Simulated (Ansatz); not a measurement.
**SnO, pressure series**

The reference is SnO (space group P4/nmm, No. 129; a = 3.770 Å, c = 4.560 Å; layered, stacked along the Cartesian z axis).

Cell and atoms are relaxed at each pressure.

Level of theory: plane-wave PAW DFT at the PBEsol-D3(BJ) level (Ansatz, a first-principles code, 420 eV), no SOC.

Notes on the quantities. enthalpy: H = E + PV relative to the base's energy.

```csv
change,lattice parameter a,enthalpy
base,3.770 Å,–
pressure −2 GPa,3.803 Å,-0.21 eV/atom
pressure −1 GPa,?,-0.10 eV/atom
pressure 0.3 GPa,3.766 Å,+0.03 eV/atom
pressure 0.7 GPa,3.759 Å,+0.07 eV/atom
pressure 1.5 GPa,3.747 Å,+0.15 eV/atom
pressure 3 GPa,?,+0.29 eV/atom
pressure 5 GPa,3.708 Å,+0.48 eV/atom
pressure 7.5 GPa,?,+0.71 eV/atom
pressure 10 GPa,3.664 Å,+0.94 eV/atom
```

### Question
Complete the table.

### Answer

- pressure −1 GPa, lattice parameter a: 3.786 Å
- pressure 3 GPa, lattice parameter a: 3.728 Å
- pressure 7.5 GPa, lattice parameter a: 3.685 Å

Load acts through the strain it causes; cell and atoms are relaxed under it. Stability against distortions was not tested. Competing high-pressure phases were not computed. All final runs are without spin polarisation.
